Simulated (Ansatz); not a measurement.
The starting structures come from a database of crystals and need not be the phases stable at ambient conditions.

 Where the default PAW files enter, the runs use the earlier of Ansatz's two default sets.

The decay constant κ of evanescent states in the gap governs leakage through a thin film.

Here is the system:

```
LiMgVO4
1.0
    5.21029     0.00000     0.00000
    0.00000     6.32334     0.00000
    2.07718     0.00000     4.77833
Li Mg V O
2 2 2 8
Direct
  0.16270   0.75000   0.16270
  0.83730   0.25000   0.83730
  0.50000   0.50000   0.50000
  0.50000   0.00000   0.50000
  0.85419   0.75000   0.85419
  0.14581   0.25000   0.14581
  0.73993   0.97055   0.73993
  0.26007   0.02945   0.26007
  0.26007   0.47055   0.26007
  0.73993   0.52945   0.73993
  0.26561   0.25000   0.77409
  0.73439   0.75000   0.22591
  0.22591   0.75000   0.73439
  0.77409   0.25000   0.26561
```

Space group of this cell: Cmcm. The cell is taken as given; by r2SCAN its mean pressure is -8.3 GPa.

Transport runs along the normal of the first two printed cell vectors.

No gap correction and no spin-orbit coupling; mid-gap values are interpolated between computed energies.

**Question.** Estimate the band gap and the smallest decay constant κ at mid-gap that r2SCAN (Ansatz, a program for electronic structure) returns for this system.

**Answer.** Gap 3.55 eV on a 6×6×6 mesh; κ = 0.498 1/Å, at the zone centre.
